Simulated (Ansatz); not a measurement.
InP (P6₃mc, No. 186, 4 atoms in the cell; start mp-966800; a measured phase of this formula has another space group), treated with LDA in Ansatz (PAW).

Numerical settings: plane-wave cutoff 520 eV, 12×12×6 k mesh (along the axes of the cell as run), scalar-relativistic PAW data made under PBE.

Computed at the level's own relaxed cell.

```xyz
4
Lattice="4.1108 0.0000 0.0000 -2.0554 3.5600 0.0000 0.0000 0.0000 6.7540" Properties=species:S:1:pos:R:3 pbc="T T T"
In     2.0554     1.1867     3.3792
In     0.0000     2.3733     0.0022
P      2.0554     1.1867     5.9075
P      0.0000     2.3733     2.5305
```

**Question.** Give the elastic tensor (Voigt notation, GPa, ions relaxed, in the Cartesian axes of the cell as printed).

**Answer.** 
```
  119.2    52.3    39.4     0.0     0.0     0.0
   52.3   119.2    39.4     0.0     0.0     0.0
   39.4    39.4   138.4     0.0     0.0     0.0
    0.0     0.0     0.0    27.6     0.0     0.0
    0.0     0.0     0.0     0.0    27.6     0.0
    0.0     0.0     0.0     0.0     0.0    33.4
```

Note: the relaxation could not lower the start's symmetry, so the cell can be a saddle point above a distorted one.

A start named mp-… is a Materials Project structure, which need not be a measured phase.

Ansatz is an electronic-structure program.
